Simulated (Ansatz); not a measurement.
# NaCNO (R3m): band-edge transport data

Given:

```xyz
4
Lattice="1.8084 1.0441 5.0229 -1.8084 1.0441 5.0229 0.0000 -2.0882 5.0229" Properties=species:S:1:pos:R:3 pbc="T T T"
Na     0.0000     0.0000     7.4476
C      0.0000     0.0000    15.0577
N      0.0000     0.0000     1.1799
O      0.0000     0.0000    13.8361
```

All values below come from PBEsol, rigid bands (plane waves, PAW, scalar-relativistic; Ansatz, an electronic-structure program). How the cell was made: cell and atoms relaxed with PBEsol.

| Item | Result |
|---|---|
| band gap | 4.40 eV |
| electron conductivity mass (300 K, dilute) | 0.57 (x), 0.57 (y), 0.98 (z) mₑ |
| hole conductivity mass (300 K, dilute) | 3.9 (x), 3.9 (y), 4.2 (z) mₑ |
| effective density of states N_c (300 K) | 1.3e19 cm⁻³ |
| effective density of states N_v (300 K) | 4.3e20 cm⁻³ |
| density-of-states mass, electrons | 0.65 mₑ |
| density-of-states mass, holes | 6.7 mₑ |
| Seebeck coefficient, n-type 1e19 cm⁻³, 300 K | -249 μV/K |
| best n-type power factor at 300 K for τ = 10 fs (best axis; densities from 1e16 to 1e21 cm⁻³ tried, whether or not they can be reached) | 4.0 μW/(cm·K²) at 3e19 cm⁻³ |
| Seebeck coefficient, p-type 1e19 cm⁻³, 300 K | 538 μV/K |

Rigid bands; masses and Seebeck coefficients take one relaxation time τ for all states and one kind of carrier; polarons and phonon drag are left out. Spin-orbit coupling is left out.

Formula and space group known from diffraction (Crystallography Open Database), not checked to be the room-temperature form: NaCNO (R3m).
